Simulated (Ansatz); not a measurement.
MgO (P6₃mc, No. 186, 4 atoms in the cell; start mp-549706; a measured phase of this formula has another space group) was calculated with r²SCAN in Ansatz (PAW).

Run with plane-wave cutoff 560 eV, 12×12×8 k mesh (along the axes of the cell as run), Fermi–Dirac smearing 0.01 eV, scalar-relativistic PAW data made under PBE.

Cell (relaxed at this level):

MgO has the hexagonal space group P6₃mc (No. 186), the wurtzite structure, Pearson symbol hP4. Cell: a = b = 3.2888 Å, c = 5.0319 Å, α = β = 90.00°, γ = 120.00°. Mg on 2b is surrounded by 4 O at 1.971–1.987 Å (tetrahedral). O on 2b is surrounded by 4 Mg at 1.971–1.987 Å (tetrahedral). (Neighbours: up to the widest gap in distance over summed covalent radii, below 1.35, at either atom; cation-cation and far metal-metal contacts left out.)

Task: Predict the band gap.

Result: 
band gap: 4.22 eV (direct)

A start named mp-… is a Materials Project structure, which need not be a measured phase.

Ansatz is a quantum-chemistry and plane-wave program.
